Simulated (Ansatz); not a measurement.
Cell and atoms of amorphous Hf18O37Sr:

```xyz
56
Lattice="9.1737 -0.1472 0.6743 -0.1472 9.0107 0.2708 0.6743 0.2708 8.8791" Properties=species:S:1:pos:R:3 pbc="T T T"
Hf     0.1394     2.4073     0.0982
Hf     6.7973     5.9570     5.8342
Hf     3.7262     0.8148     3.8141
Hf     2.1649     3.5599     5.1841
Hf     6.8210     0.9706     3.3307
Hf     5.3475     3.6892     3.8812
Hf     2.6071     4.2779     1.9182
Hf     5.3944     1.6972     9.0719
Hf     8.4028     8.6371     9.1816
Hf     8.6937     3.9617     4.1519
Hf     1.9442     7.9309     1.1649
Hf     2.2904     0.6701     6.8744
Hf     0.9227     6.1873     7.9209
Hf     3.6913     4.4994     7.5901
Hf     7.0058     4.9888     9.0220
Hf     4.8550     8.2634     7.4006
Hf     4.9508     6.8097     2.3695
Hf     7.7075     2.0394     6.5644
O      2.1377     2.9663     7.3185
O      7.9247     0.7563     1.5448
O      1.5220     4.8074     3.6708
O      4.2864     1.1633     7.3738
O      6.9065     3.8127     5.4722
O      5.0295     1.5997     2.1339
O      2.9234     7.7047     8.0450
O      2.0354     0.9490     8.9936
O      4.9763     4.6608     1.8333
O      5.3378     8.4141     3.4816
O      9.1917     1.4140     7.9218
O      8.1361     5.8884     7.5239
O      8.0542     1.0245     4.8915
O      3.4650     8.5376     5.7402
O      5.4331     1.7236     4.6773
O      9.2766     3.2267     5.9562
O      4.1422     3.9537     5.7131
O      5.4150     5.6882     7.6980
O      4.0881     3.3063     9.2152
O      2.1472     1.5194     5.0340
O      2.0779     5.4589     6.4068
O      0.5697     8.1477     7.0182
O      7.1562     3.0875     3.0104
O      8.3576     5.9115     4.5485
O      0.7632     3.1583     1.8974
O      0.0042     7.2149     0.6895
O      8.9765     4.3856     9.3825
O      2.9461     6.3261     2.2114
O      6.7069     3.0859     8.2558
O      2.2158     8.8028     2.9987
O      3.3626     3.0253     3.4278
O      4.0664     8.3142     0.8246
O      6.2291     7.7900     6.0739
O      6.4497     6.7791     0.9791
O      6.8136     0.4335     7.8799
O      5.5316     5.7478     4.1205
O      2.4362     5.2848     9.0413
Sr     1.3302     7.1521     4.6419
```

Calculation: PBE, scalar-relativistic without spin-orbit coupling (plane waves to 420 eV, PAW; Ansatz, a first-principles code).

The cell was made by melting and quenching with the CHGNet potential and then relaxed with DFT. O atoms were pushed apart under 1.9 Å during the dynamics, to hinder bonds among them. The hot cell started wider than the set density and was brought back towards it in steps. It is the lowest in DFT energy of 2 quenches. It is a model cell: composition and starting density were chosen by hand, and all elements were melted together. No dispersion term was used. Its density started from a set value of 8.83 and ended at 8.87 g/cm³. The simulated quench (nominally 450 K/ps over its main leg) is rapid and tends to freeze in more defects than a deposited or slowly cooled glass has. A cell of this size samples the disorder only roughly. Volume and shape were free in the relaxation.

Cut-offs for bonds: Hf-Hf 3.34 Å, Hf-O 2.78 Å, Hf-Sr 3.76 Å, O-O 1.58 Å, O-Sr 3.13 Å, Sr-Sr 4.18 Å. Two cations that share two anions don't count as bonded, nor two that share one unless they lie closer than Hf-Hf 3.25 Å, Hf-Sr 3.66 Å, Sr-Sr 4.07 Å.

Q: Give the coordination numbers, mean bond lengths and angles.

A: 
The mean coordination of Hf by anions is 6.50 (11 with 6, 5 with 7, 2 with 8), the mean coordination of O comes out as 3.35 (2 with 2, 20 with 3, 15 with 4) and the mean coordination of Sr by anions is 7.00 (1 with 7). The mean Hf-O bond comes out as 2.156 Å (spread 0.124 Å, 117 counted), the mean O-Sr bond is 2.659 Å (spread 0.178 Å, 7 counted) and the bond angle at Hf comes out as mean 102.3°, spread 29.9°. The bond angle at O comes out as mean 111.4°, spread 17.9°. The bond angle at Sr comes out as mean 100.1°, spread 32.7°.

Q: List the pairs of like atoms that count as bonded by the rules above.

A: There are none by these rules.
